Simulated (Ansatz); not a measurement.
Results of HSE06 in Ansatz (PAW) for SnS2 (Fd-3m, No. 227, 12 atoms in the cell; start mp-1095397; a measured phase of this formula has another space group).

Run with plane-wave cutoff 500 eV, 4×4×4 k mesh, gaussian smearing 0.02 eV, scalar-relativistic PAW data made under PBE.

Cell (relaxed with PBEsol):

```
SnS2
1.0
    0.00000     5.17934     5.17934
    5.17934     0.00000     5.17934
    5.17934     5.17934     0.00000
Sn S
4 8
Direct
  0.62500   0.12500   0.12500
  0.12500   0.12500   0.62500
  0.12500   0.62500   0.12500
  0.12500   0.12500   0.12500
  0.36987   0.87671   0.87671
  0.37329   0.37329   0.88013
  0.87671   0.36987   0.87671
  0.37329   0.37329   0.37329
  0.87671   0.87671   0.87671
  0.37329   0.88013   0.37329
  0.87671   0.87671   0.36987
  0.88013   0.37329   0.37329
```

What does this level give for the band gap?


- band gap: 2.01 eV (on the SCF k mesh)

Note: cell and atoms aren't relaxed at this level (pressure -0.2 GPa).

Spin–orbit coupling is not included.

The computed numbers hold no vibrational or temperature effects.

Computing time: roughly 12 core-minutes.

A start named mp-… is a Materials Project structure, which need not be a measured phase.

Ansatz is an electronic-structure program.
